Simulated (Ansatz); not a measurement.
**Short convergence ladders for NbP (Imm2, 4 atoms in the cell)**

```
CELL_PARAMETERS angstrom
     -1.68330     1.68330     5.76881
      1.68330    -1.68330     5.76881
      1.68330     1.68330    -5.76881
ATOMIC_POSITIONS crystal
  Nb 0.75421 0.75421 0.00000
  Nb 0.49988 0.99988 0.50000
  P  0.33275 0.33275 0.00000
  P  0.08275 0.58275 0.50000
```

Base method: PBEsol, default PAW files made with PBE (plane waves; Ansatz, a quantum-chemistry and plane-wave program).

Base settings: basis.ecutwfc = 420 eV; kpoints.mp_grid.grid = 10 10 10; hamiltonian.xc = pbesol; hamiltonian.pseudopotentials = {kind: paw} (the program's default PAW files); scf.occupations.method = gaussian; scf.occupations.width = 0.2 eV.

The count of work is k-points × plane waves × bands × iterations; it is no time. Core times come from one kind of shared machine, to one figure; runs under 30 s give none.

**The k-point mesh**

The second cell is the first with its lattice scaled by 0.98.

Only quantities that move along the ladder and can be compared are tabulated.

```tsv
kpoints.mp_grid.grid	free energy less the last step's (meV/atom)	energy of the compressed cell less the first (meV/atom)	pressure (GPa)	largest difference of a force vector from the last step's (eV/Å)	count of work / last
2 2 2	205.16	2.23	-5.44	0.440	0.0067
4 4 4	31.10	-17.59	-8.38	0.041	0.021
6 6 6	6.70	-19.42	-8.69	0.038	0.053
8 8 8	2.32	-20.21	-8.81	0.016	0.11
10 10 10	0.96	-20.46	-8.85	0.010	0.20
11 11 11	0.58	-20.54	-8.86	0.006	0.25
13 13 13	0.23	-20.62	-8.88	0.004	0.40
18 18 18	0.00	-20.70	-8.89	0.000	1.0
```

Coarsest kpoints.mp_grid.grid that holds the pressure within 1 GPa of the last step, with all finer ones: 4 4 4, at 0.021 of the last step's count of work; the step before is off by 3.4 GPa.

Coarsest kpoints.mp_grid.grid that holds the energy of the compressed cell less the first within 2 meV/atom of the last step, with all finer ones: 6 6 6, at 0.053 of the last step's count of work; the step before is off by 3.1 meV/atom.

**The k-point mesh at a smearing width of 0.05 eV**

In this ladder: scf.occupations.width = 0.05 eV.

The second cell is the first with its lattice scaled by 0.98.

Only quantities that move along the ladder and can be compared are tabulated.

| kpoints.mp_grid.grid | free energy less the last step's (meV/atom) | energy of the compressed cell less the first (meV/atom) | pressure (GPa) | largest difference of a force vector from the last step's (eV/Å) | count of work / last | core time / last (rough) |
|---|---|---|---|---|---|---|
| 5 5 5 | 15.58 | -19.03 | -8.63 | 0.062 | 0.0098 | – |
| 6 6 6 | 8.21 | -19.38 | -8.69 | 0.049 | 0.017 | – |
| 7 7 7 | 4.67 | -20.16 | -8.81 | 0.018 | 0.023 | – |
| 10 10 10 | 1.90 | -20.50 | -8.86 | 0.021 | 0.062 | – |
| 15 15 15 | 0.41 | -20.72 | -8.90 | 0.007 | 0.19 | 0.2 |
| 18 18 18 | 0.18 | -20.73 | -8.90 | 0.004 | 0.32 | 0.3 |
| 27 27 27 | 0.00 | -20.77 | -8.90 | 0.000 | 1.0 | 1 |

Coarsest kpoints.mp_grid.grid that holds the pressure within 0.1 GPa of the last step, with all finer ones: 7 7 7, at 0.023 of the last step's count of work; the step before is off by 0.21 GPa.

Coarsest kpoints.mp_grid.grid that holds the free energy within 1 meV/atom of the last step, with all finer ones: 15 15 15, at 0.19 of the last step's count of work and about 0.2 of the last step's time; the step before is off by 1.9 meV/atom.

The energy difference between the two cells stays within 1 meV/atom of the last step's from 7 7 7 on, the total only from 15 15 15 on: much of the error is common to both cells and cancels.

**The width of Gaussian smearing**

In this ladder: kpoints.mp_grid.grid = 16 16 16.

Narrow widths need finer meshes than wide ones, so the last steps can hold mesh noise.

Only quantities that move along the ladder and can be compared are tabulated; pressure and forces are left out, as mesh noise rules them at narrow widths.

```tsv
scf.occupations.width	free energy less the last step's (meV/atom)	energy extrapolated to zero width less the last step's (meV/atom)	core time / last (rough)
1 eV	-93.75	22.88	1
0.5 eV	-14.71	5.99	1
0.3 eV	-3.28	1.30	1.0
0.2 eV	-0.98	0.21	1
0.1 eV	0.00	0.00	1
```

Widest scf.occupations.width that holds the energy extrapolated to zero width within 2 meV/atom of the last step, with all finer ones: 0.3 eV; the step before is off by 6.0 meV/atom.

Widest scf.occupations.width that holds the free energy within 5 meV/atom of the last step, with all finer ones: 0.3 eV; the step before is off by 15 meV/atom.

On the base run: the starting cell comes from a database of computed structures (which also holds hypothetical and non-ambient phases and stackings), without a prior relaxation at this level. Its lattice was rescaled by up to half a per cent. One atom was moved a little off its site on purpose. Spin polarisation is off. In the base run, with a pressure of about -9 GPa the cell is away from its equilibrium volume at this level. Ansatz's pressure includes its estimate of the finite-basis (Pulay) stress.

Left out of this page: 2 runs of the series outside the window shown, repeating another row's setting, or not comparable.

Keys are those of Ansatz 0.2.
